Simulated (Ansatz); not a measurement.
# MoP (model structure, started from the WC type, P-6m2, No. 187, 2 atoms in the cell): properties by level of theory

```csv
level (code),lattice constant a (Å),c axis length (Å),cohesive energy (eV/atom)
LDA (Ansatz),…,…,…
PBE (Ansatz),3.241,3.196,5.58
PBEsol (Ansatz),3.206,3.174,6.28
PBE-D3(BJ) (Ansatz),3.199,3.175,6.21
```

Complete the blanks.


- LDA (Ansatz, a program for electronic structure), lattice constant a (Å): 3.191
- LDA (Ansatz), c axis length (Å): 3.157
- LDA (Ansatz), cohesive energy (eV/atom): 7.04

Ansatz's density-functional and Hartree–Fock values are scalar-relativistic unless marked +SOC, with PAW data made under PBE.

Free atoms are spin-polarised, in the lowest state found; at levels without +SOC their spin–orbit coupling is left out.

Computed values are for the static lattice.

A model structure was made by putting elements into a prototype or built by hand; it is no filed structure, need not be a known phase, and can be a saddle point held by its symmetry.
